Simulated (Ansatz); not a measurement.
System: hexagonal WC. Method: BLYP in Ansatz (plane waves, PAW).

Settings: plane-wave cutoff 520 eV, 24×24×20 k mesh (along the axes of the cell as run), Fermi–Dirac smearing 0.05 eV, no spin polarisation, scalar-relativistic PAW data made under PBE.

Properties against volume:

Shape and atoms are relaxed at each volume.

| V (Å³/atom) | P (GPa) | c (Å) | a (Å) |
|---|---|---|---|
| 10.452 | 15.46 | 2.840 | 2.915 |
| 10.670 | 7.32 | 2.856 | 2.937 |
| 10.887 | 0.00 | 2.872 | 2.959 |
| 11.105 | -6.57 | 2.887 | 2.980 |
| 11.323 | -12.47 | 2.903 | 3.001 |

Note: the bulk modulus comes from volumes at which shape and atoms were relaxed.

Ansatz is an electronic-structure program.
